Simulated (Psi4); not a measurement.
Psi4 1.11, unrestricted TPSS/def2-svp: 1,1,1-trifluoroethane cation (CC(F)(F)F), charge +1, multiplicity 2, 8 atoms. The geometry is a generated start, not checked to be a minimum at this level.

```
Quantity                                             Value
--------------------------  ------------------------------
task                                                energy
method                                                tpss
basis                                             def2-svp
memory                                                3 GB
maxiter                                                100
keys of the molecule block                     symmetry c1
scf_type                                      df (default)
guess                       auto, which took SAD (default)
scf_initial_accelerator                    adiis (default)
e_convergence                              1e-06 (default)
d_convergence                              1e-06 (default)
dft_radial_points                             75 (default)
dft_spherical_points                         302 (default)
basis functions                                         85
grid points                                         172291
```

```xyz
8

C      0.7963    -0.1560     0.0242
C     -0.6821     0.1341    -0.0187
F     -1.3226    -0.6218    -0.9255
F     -0.9428     1.4119    -0.3392
F     -1.2828    -0.0928     1.1573
H      0.9462    -1.2005     0.2868
H      1.2630     0.4820     0.7701
H      1.2248     0.0430    -0.9550
```

Charge 1 and multiplicity 2 are set for this test and not shown to be the ground state.

One run each on 2 threads. Values of diis_max_vecs tried: 3, 6, 10 (default), 20.

**Question.** How does the count of SCF iterations change with diis_max_vecs, and where is it least?

**Answer.** Fewest SCF iterations, within one of each other: 10 (default) with 14, 20 with 14. The count rises to 16 at 6. The run ends without SCF convergence in 100 iterations at 3.

```tsv
diis_max_vecs	SCF iterations	end
3	100	no convergence
6	16	same solution
10 (default)	14	same solution
20	14	same solution
```
